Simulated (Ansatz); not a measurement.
# HfOs in the CsCl type structure (space group Pm-3m, No. 221)

Space group Pm-3m (No. 221); a = b = c = 3.2242 Å, α = β = γ = 90.00°

```json
[
 {"atom": "Hf", "site": "1a", "symmetry": "m-3m", "x": "0.0000", "y": "0.0000", "z": "0.0000"},
 {"atom": "Os", "site": "1b", "symmetry": "m-3m", "x": "0.5000", "y": "0.5000", "z": "0.5000"}
]
```

Calculations: Ansatz (a first-principles code) PBEsol, spin-orbit coupling left out. Settings: 14×14×14 k-points, 0.05 eV Fermi–Dirac smearing.

- Volume per atom = 16.76 Å³
- Density = 18.27 g/cm³
- Band gap = zero
- Total energy = -13425.191 eV/atom (σ→0; compares only within this code and set-up)

Whether these cells are dynamically stable was not tested. All final runs are without spin polarisation.
